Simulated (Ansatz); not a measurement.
## Nb2N, pressure series

Start from Nb2N (space group P-31m, No. 162; a = 5.267 Å, c = 4.944 Å; a cell from a computed database, its experimental status unchecked).

Cell and atoms are relaxed at each pressure.

Calculations: PBEsol, PAW, 420 eV (Ansatz, a program for electronic structure; no spin-orbit coupling).

Notes on the quantities. enthalpy: H = E + PV relative to the base's energy.

```csv
change,enthalpy,volume per atom
base,–,13.20 Å³
pressure −2 GPa,-0.17 eV/atom,13.29 Å³
pressure −1 GPa,-0.08 eV/atom,13.24 Å³
pressure 0.3 GPa,+0.02 eV/atom,13.18 Å³
pressure 0.7 GPa,+0.06 eV/atom,13.16 Å³
pressure 1.5 GPa,+0.12 eV/atom,13.13 Å³
pressure 3 GPa,+0.25 eV/atom,13.06 Å³
pressure 5 GPa,+0.41 eV/atom,12.97 Å³
pressure 7.5 GPa,+0.61 eV/atom,12.86 Å³
pressure 10 GPa,+0.81 eV/atom,12.76 Å³
```

Load acts through the strain it causes; cell and atoms are relaxed under it. No phonon test of stability was made. No other phases were tried under pressure. The final runs are not spin-polarised. An odd electron count without spin: Nb2N.
